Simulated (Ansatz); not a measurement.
Structures of equal composition on the (111) surface of fcc Ag: a layer of Ta in place of the second plane; a layer of Ta in place of the third plane. The slabs share one bottom face, and each structure is named by its start. These are constructed structures in small cells; real faces may alloy, dewet or reconstruct in larger ones, and not all known structures of the face are among them. Slabs of about 12 Å, Fermi-Dirac smearing of 0.1 eV. Bottom of the slabs: a bare face, its two planes held. Relaxed from the named starts with such symmetry as they have, on meshes of like density; energies extrapolated to zero smearing; spin only where a row says so; no spin-orbit coupling, no U. Brackets mark spin-polarised runs, whose order is one that fits the cell.

Level of theory: PBE (plane waves to 420 eV, PAW; Ansatz, an electronic-structure program).

Q: Rank these by energy per 1x1 cell (lowest first), as PBE gives it.

A: a layer of Ta in place of the third plane (0.000 eV), a layer of Ta in place of the second plane (0.155 eV)
